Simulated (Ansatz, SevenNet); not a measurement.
For HgS (P3₂21, No. 154, 6 atoms in the cell; start COD 9012082), the machine-learned potential SevenNet-l3i5 (trained on PBE and PBE+U data) gives:

* **lattice constant a**: 4.415 Å
* **c axis length**: 9.768 Å

**Question.** What does LDA (plane waves, PAW; Ansatz, an electronic-structure program) give for the same quantities?

**Answer.** 
- lattice constant a: 4.037 Å (drops by 8.6 %)
- lattice parameter c: 9.284 Å (drops by 5.0 %)

Changes are worked out from the printed values.

Unless a cell is named, each level is at its own relaxed cell (SevenNet-l3i5 27.48, LDA 21.84 Å³/atom).

Levels without +SOC leave out spin–orbit coupling, which shifts energies and cells of such heavy elements.

Caveats: the relaxation could not lower the start's symmetry, so the cell can be a saddle point above a distorted one (SevenNet-l3i5). Ansatz's density-functional and Hartree–Fock values are scalar-relativistic unless marked +SOC, with PAW data made under PBE.
